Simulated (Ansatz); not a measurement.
The starting structures come from a database of crystals and need not be the phases stable at ambient conditions.

The decay constant κ of evanescent states in the gap governs leakage through a thin film.

Data:

```
CELL_PARAMETERS angstrom
      7.08802     0.00000     0.00000
     -3.54401     7.62190     0.00000
      0.00000     0.00000     6.38183
ATOMIC_POSITIONS crystal
  Cs 0.79185 0.58370 0.25000
  Cs 0.20815 0.41630 0.75000
  Cs 0.41376 0.82752 0.25000
  Cs 0.58624 0.17248 0.75000
  As 0.73028 0.79928 0.75000
  As 0.26972 0.20072 0.25000
  As 0.93100 0.20072 0.25000
  As 0.06900 0.79928 0.75000
  Pd 0.00000 0.00000 0.00000
  Pd 0.00000 0.00000 0.50000
```

Space group of this cell: Cmcm. The cell is taken as given.

Transport runs along the normal of the first two printed cell vectors.

The gap is the functional's own, uncorrected, and κ follows it; spin-orbit coupling is left out. Mid-gap values are interpolated between the computed energies.

Task: Give the band gap and the smallest decay constant κ at mid-gap that r2SCAN (Ansatz, a first-principles code) yields.

Result: Gap 1.10 eV on a 6×6×6 mesh; κ = 0.198 1/Å, at the zone centre.
